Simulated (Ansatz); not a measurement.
Base system: Mg in the hcp (Mg type) structure (space group P6_3/mmc, No. 194; a = 3.175 Å, c = 5.163 Å; relaxed with 0.1 eV smearing).

Level of theory: PBEsol (Ansatz, a program for electronic structure), spin-orbit coupling left out.

For the base:

The pressure comes out as 0.0 GPa.

It is then changed as follows: every lattice vector is stretched by 0.50 %; the atoms relax in the strained cell.

Question: What happens to the energy relative to the base?

Answer: The energy goes up by 0.6 meV/atom.

Question: What does the calculation give for the pressure after the change?

Answer: The pressure (mean of the normal stresses, compression positive) goes from zero to -0.5 GPa.

Stability against distortions was not tested.
